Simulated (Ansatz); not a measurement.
A (14,0) carbon nanotube, relaxed period 4.271 Å, atoms relaxed at each strain.

```
strain  energy (meV a period)  axial force (nN)
------  ---------------------  ----------------
-0.015                 +359.0            -18.20
+0.015                 +346.1            +17.07
```

These are PBE (plane waves to 420 eV, PAW; Ansatz, an electronic-structure program) values and carry that method's errors. Mesh 1×1×18. No spin polarisation. One-dimensional cell, images about 11 Å apart. An idealised model, rolled from the flat sheet. Only distortions within the start's symmetry and period were free. Buckling under compression is shut out by symmetry and the short period. Energies are free energies at a Fermi–Dirac width of 0.05 eV, from the unstrained cell.

Mean diameter 11.04 Å.

**Question.** Work out the axial stiffness dF/dε in two ways, and what it means for a modulus.

**Answer.** From the forces: (+17.07 − (-18.20))/0.030 = 1176 nN. From the energies: (E₊ + E₋)/(ε² c) = 0.7051 eV/(0.015² × 4.271 Å) = 733.7 eV/Å = 1176 nN. The two agree to within 1 %. Spread over the circumference π × 11.04 Å, the force value is a sheet stiffness of 339 N/m.
